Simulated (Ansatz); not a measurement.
Base system: Si in the diamond structure (space group Fd-3m, No. 227).

```xyz
2
Lattice="0.0000 2.7222 2.7222 2.7222 0.0000 2.7222 2.7222 2.7222 0.0000" Properties=species:S:1:pos:R:3 pbc="T T T"
Si     0.0000     0.0000     0.0000
Si     1.3611     1.3611     1.3611
```

Cartesian axes are those of the cell as printed.

Method: r2SCAN (Ansatz, a first-principles code; PAW; 500 eV plane waves; spin-orbit coupling left out).

Strains are applied to the cell and any free atomic positions relax.

One change was made to it. Results:

The valence-band top at Γ (three highest levels, from the VBM) changes from 0.00, 0.00, 0.00 eV to 0.00, -0.18, -0.32 eV; the smallest direct gap falls by 0.36 eV, from 2.74 eV to 2.38 eV; the shortest interatomic distance shrinks by 0.025 bohr (4.455 bohr → 4.430 bohr); the pressure (mean of the normal stresses, compression positive) hardly moves (0.00 GPa against 0.03 GPa).

**Question.** What was done to the base?
(A) tensor shear ε_xy = +2.00 %
(B) tensor shear ε_xy = +1.71 %
(C) tensor shear ε_xy = +1.14 %

**Answer.** B, tensor shear ε_xy = +1.71 %. For comparison, the valence-band top at Γ in the other runs: tensor shear ε_xy = +2.00 % gives 0.00, -0.21, -0.37 eV; tensor shear ε_xy = +1.14 % gives 0.00, -0.11, -0.21 eV.

Whether these cells are dynamically stable was not tested.
